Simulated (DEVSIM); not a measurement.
Structure: Al/SiO2/n-Si capacitor, at 250 K.

Layer 1 from the left is SiO2, thickness (nm) 1.30. Layer 2 from the left is Si, thickness (nm) 1000, Nd (cm⁻³) 3.2e17.

Metal gate on the left, work function 4.1 eV. Fixed charge at the semiconductor interface -1.4e11 cm⁻² (in units of +e); no interface traps.

Constants are typed, rounded textbook-type inputs, not results; the design itself was drawn at random and stands for no fabricated device. Values at 300 K; Nc and Nv go as T^1.5, mobilities as T to minus their exponent, the gap by Varshni's rule with the affinity fixed.

SiO2: gap (eV) 9, affinity (eV) 0.9, permittivity 3.9. Si: gap (eV) 1.124, affinity (eV) 4.05, permittivity 11.7, Nc (cm⁻³) 2.86e19, Nv (cm⁻³) 3.1e19, Varshni α (eV/K) 0.000473, Varshni β (K) 636.

Model (solved in DEVSIM): 1D Poisson equation in equilibrium, Boltzmann statistics, complete ionisation; no quantum confinement or tunnelling. Metal contacts follow the ideal Schottky-Mott rule: no Fermi-level pinning, no interface dipoles.

Task: What does the simulation give for the flat-band voltage, the threshold voltage (band bending 2φF), the minimum of the low-frequency capacitance?

Result: flat-band voltage -0.03 V; threshold voltage (band bending 2φF) -1.10 V; minimum of the low-frequency capacitance 0.169 μF/cm².
